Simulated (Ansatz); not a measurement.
**CdS: response to strain**

Base system: CdS in the wurtzite structure (space group P6_3mc, No. 186; a = 4.124 Å, c = 6.708 Å). Axes: x lies along a and z along c of the hexagonal cell.

Strains are applied to the cell and any free atomic positions relax.

Calculations: Ansatz (a first-principles code), PBEsol, PAW, cutoff 420 eV, scalar-relativistic without spin-orbit coupling.

| uniaxial strain ε_zz (%) | band gap (eV) |
|---|---|
| 0 | 1.09 |
| 0.6 | 1.07 |
| 1.2 | 1.04 |
| 1.8 | 1.02 |
| 2.4 | ? |
| 3 | 0.97 |

Q: Fit E_g = E₀ + Dε (ε in %) to the rows shown and predict the withheld row.

A: Least squares on the printed values gives E₀ = 1.09 eV, D = -40.3 meV per % of strain (largest residual 0.00 eV); this predicts 0.99 eV, and the run gives 0.99 eV, in agreement.

Gaps are Kohn–Sham eigenvalue differences; semilocal functionals usually give less than the measured gap. Whether these cells are dynamically stable was not tested.
